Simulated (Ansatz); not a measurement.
Band structure of TaCuS2 (P6_3mc, 8 atoms in the cell).

```yaml
crystal:
  lattice:
    - [3.37109, 0.00000, 0.00000]
    - [-1.68555, 2.91945, 0.00000]
    - [0.00000, 0.00000, 13.33130]
  atoms:
    - { symbol: Ta, position: [0.66667, 0.33333, 0.74602] }
    - { symbol: Ta, position: [0.33333, 0.66667, 0.24602] }
    - { symbol: Cu, position: [0.66667, 0.33333, 0.96382] }
    - { symbol: Cu, position: [0.33333, 0.66667, 0.46382] }
    - { symbol: S, position: [0.66667, 0.33333, 0.36637] }
    - { symbol: S, position: [0.33333, 0.66667, 0.86637] }
    - { symbol: S, position: [0.33333, 0.66667, 0.62979] }
    - { symbol: S, position: [0.66667, 0.33333, 0.12979] }
```

Method: PBEsol, PAW files made with PBE (plane waves; Ansatz, an electronic-structure program).

Settings: basis.ecutwfc = 420 eV; kpoints.mp_grid.grid = 8 8 2; hamiltonian.xc = pbesol; hamiltonian.pseudopotentials = {kind: paw} (the program's default PAW files); scf.occupations.method = fermi_dirac; scf.occupations.width = 0.1 eV; kpoints.band_path.npoints = 8.

The starting cell comes from a database of computed structures (which also holds hypothetical and non-ambient phases and stackings), without a prior relaxation at this level. Spin-orbit coupling is off. Spin polarisation is off.

Levels in eV from the Fermi level, bands 41 to 48:
```csv
point,41,42,43,44,45,46,47,48
Γ,-2.10,-2.10,-1.35,0.22,1.35,1.35,1.50,1.50
M,-2.61,-1.97,-1.95,-1.76,1.44,1.69,1.92,2.27
K,-2.29,-2.29,-0.93,-0.50,0.67,0.94,0.94,2.26
A,-2.29,-2.29,-0.29,-0.29,1.47,1.47,1.47,1.47
L,-2.25,-2.25,-1.82,-1.82,1.57,1.57,2.21,2.21
H,-2.33,-2.33,-0.77,-0.77,0.95,0.95,1.34,1.34
```

Bands cross the Fermi level along this path, so the cell is metallic at this level.

Keys are those of Ansatz 0.2.
